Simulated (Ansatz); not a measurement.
Consider Ge2Sb2Te5 (space group P-3m1, No. 164).

```xyz
9
Lattice="4.2141 0.0000 0.0000 -2.1070 3.6495 0.0000 0.0000 0.0000 17.6903" Properties=species:S:1:pos:R:3 pbc="T T T"
Te     0.0000     0.0000     0.0000
Sb     2.1070     1.2165     2.0148
Sb     0.0000     2.4330    15.6755
Te     0.0000     2.4330     3.7577
Te     2.1070     1.2165    13.9326
Ge     0.0000     0.0000     5.9195
Ge     0.0000     0.0000    11.7708
Te     2.1070     1.2165     7.3213
Te     0.0000     2.4330    10.3690
```

Cartesian axes are those of the cell as printed.

Method: r2SCAN+rVV10 (Ansatz, a first-principles code; PAW; 500 eV plane waves; scalar-relativistic without spin-orbit coupling), earlier PAW set.

Before the change:

```
Item                            Result
-----------------------------  -------
Shortest interatomic distance  2.808 Å
```

One thing is altered: uniaxial strain ε_zz = −5.91 %, all other strain components held at zero; the atoms relax in the strained cell.

### Question
How does this affect the shortest interatomic distance and largest internal atomic displacement?

### Answer
The shortest interatomic distance drops by 0.011 Å, from 2.808 Å to 2.797 Å; the largest internal atomic displacement is 0.140 Å.

Stability against distortions was not tested. All final runs are without spin polarisation.
